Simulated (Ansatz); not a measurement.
## CdGeAs2 under a change: uniaxial strain ε_xx = +0.75 %

The reference is CdGeAs2 in the chalcopyrite structure (space group I-42d, No. 122; a = 5.874 Å, c = 11.226 Å). Axes: x, y, z lie along a, b, c of the conventional cell.

Modification: uniaxial strain ε_xx = +0.75 %, all other strain components held at zero, atoms relaxed at fixed cell.

The values are results of LDA (Ansatz, an electronic-structure program, PAW, scalar-relativistic without spin-orbit coupling), not measurements. k-mesh 8×8×8 (Γ-centred); smearing 0.05 eV (Fermi–Dirac).

The volume per atom goes up by 0.18 Å³, from 24.21 Å³ to 24.39 Å³ and the space group becomes I2_12_12_1 (No. 24) (base: I-42d (No. 122)). The shortest interatomic distance rises by 0.005 Å (2.426 Å → 2.431 Å) and the energy rises by 0.4 meV/atom. The band gap hardly moves (0.11 eV against 0.10 eV) (uncertain: the edges found look like a band crossing or inverted bands; both cells) and the stress (xx, yy, zz, yz, xz, xy; compression positive) comes out as (-0.71, -0.38, -0.38, 0.00, 0.00, 0.00) GPa.

Final structure:

```xyz
8
Lattice="-2.9588 2.9368 5.6132 2.9588 -2.9368 5.6132 2.9588 2.9368 -5.6132" Properties=species:S:1:pos:R:3 pbc="T T T"
Cd     0.0000     0.0000     0.0035
Cd     0.0000     2.9368     2.8031
Ge     0.0000     0.0000     5.6113
Ge     2.9588     0.0000     2.8085
As     1.3339     1.4684     7.0165
As     1.4794    -1.3293     4.2099
As     1.6248     1.4684     1.4033
As     1.4794     4.2661    -1.4033
```

No phonon test of stability was made. The zero or small gap of CdGeAs2 can change with the level of theory.
